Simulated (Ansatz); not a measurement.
An Ansatz (an electronic-structure program) run: Cu with a change (pressure 30 GPa); Kohn–Sham DFT with the r2SCAN functional, run in Ansatz with PAW and 500 eV plane waves, no spin-orbit coupling, earlier PAW set.

Input:

Ansatz 0.2 input:
```yaml
crystal:
  lattice:
    - [0, 1.7274314066, 1.7274314066]
    - [1.7274314066, 0, 1.7274314066]
    - [1.7274314066, 1.7274314066, 0]
  atoms:
    - { symbol: Cu, position: [0, 0, 0] }
basis: { ecutwfc: 500, ecutrho_ratio: 4, xc_grid: 4, fft_grid_basis: typed }
kpoints: { mp_grid: { grid: [22, 22, 22] } }
hamiltonian:
  xc: r2scan
  dispersion: none
  pseudopotentials: { azcp: { folder: ./paw }, kind: paw }
scf: { occupations: { method: fermi_dirac, width: 0.05 } }
relax: { f_tol: 0.01, max_steps: 60, cell: { stress_tol: 0.02, p_target: 30 } }
output: { forces: true, stress: true }
checkpoint: { write: state.ck, write_every: 1000 }
```

Output (explanatory and most iteration lines left out):

```
Relaxation: its limit of steps is 60 (relax.max_steps)
Pseudopotential: Cu, paw, valence charge 19
Crystal: 1 atoms, lattice volume = 10.309 Å³
Basis set: ecut = 500 eV, 259 PW (Γ), exchange–correlation on 72×72×72 points (64 copies of the dense FFT grid, shifted against one another)
Bands: 14, of which v1, the nominal top of the filled ones, is band 10 counted from 1 (9 counted from 0)
Symmetry: 48 space group operations
Space group: Fm-3m (ITA 225), of the structure as read, at distance tolerance 2.2e-5 Å
k-points: 328 of 10648
Functional: x = r2scan, c = r2scan; τ floored in thin density (d = 2e-4 eV/Å³)
SCF iter   1: F=—  HF=-6631.711029 eV  |F-HF|=—  |Δ(HF+E_count)|=         —  Δρ=2.23e-1  dr2=3.03e0  dr2_τ=7.06e-3  ethr=3.10e-3  ⟨swp⟩=5.7  Hψ=23855  notcnv=0
SCF iter   2: F=—  HF=-6631.866798 eV  |F-HF|=—  |Δ(HF+E_count)|=   1.56e-1  Δρ=1.97e-1  dr2=1.89e0  dr2_τ=4.07e-2  ethr=3.10e-3  ⟨swp⟩=3.0  Hψ=12434  notcnv=0  defer=86
SCF 1 converged in 8 iterations: F = -6631.182578 eV  dr2 = 6.83e-9
relax step   1: F+E_penalty+E_count = -6631.18257753 eV  Δ(F+E_penalty+E_count) = +0.000e0 eV  max|allowed force component| = 0.000e0 eV/Å  Δτ_max = 0.0000 Å  P = +22.500 GPa  Ω = 10.309 Å³  (8 SCF iters, dr2 threshold 1.00e-7 eV, accepted)
[... steps on the carried basis left out ...]
relax step   7: F+E_penalty+E_count = -6631.13861360 eV  Δ(F+E_penalty+E_count) = -7.249e-10 eV  max|allowed force component| = 0.000e0 eV/Å  Δτ_max = 0.0000 Å  P = +30.000 GPa  Ω = 10.040 Å³  stress off target by 4.05e-4 GPa  SCF on the basis re-selected at this cell (its energy is not comparable with the rows above)  (5 SCF iters)
SCF converged after 5 iterations
Free energy (F): -6631.138614 eV
Internal energy: -6631.136607 eV  (E = F + TS)
E sigma→0 (E₀):  -6631.137610 eV
Entropy (-TS):   -0.002007 eV (-2.007 meV/atom)
Fermi energy:    19.901403 eV
--- Forces (eV/Å), atoms counted from 1 ---
  atom   1  Cu    -0.00000000     0.00000000    -0.00000000
--- Stress (GPa, compression-positive) ---
       29.999595       0.000000       0.000000
        0.000000      29.999595       0.000000
        0.000000       0.000000      29.999595
  P = ⅓ Tr σ = 29.9996 GPa (299.996 kbar)
--- Relaxed structure (5 steps of the walk, 5 accepted, 2 SCFs on fresh bases) ---
  cell:  # Å, volume = 10.0401 Å³
    - [9.235361809623255e-35, 1.7122605861381586, 1.7122605861381586]
    - [1.7122605861381586, -1.9187260311372455e-34, 1.7122605861381586]
    - [1.7122605861381586, 1.7122605861381586, -2.5238014600435967e-34]
  atoms:
    - { symbol: Cu, position: [0.0, 0.0, 0.0] }
```

Load acts through the strain it causes; cell and atoms are relaxed under it. Whether these cells are dynamically stable was not tested. Competing high-pressure phases were not computed. All final runs are without spin polarisation. The cell was made from Cu in the fcc (Cu type) structure (space group Fm-3m, No. 225) by this change: pressure 30 GPa.
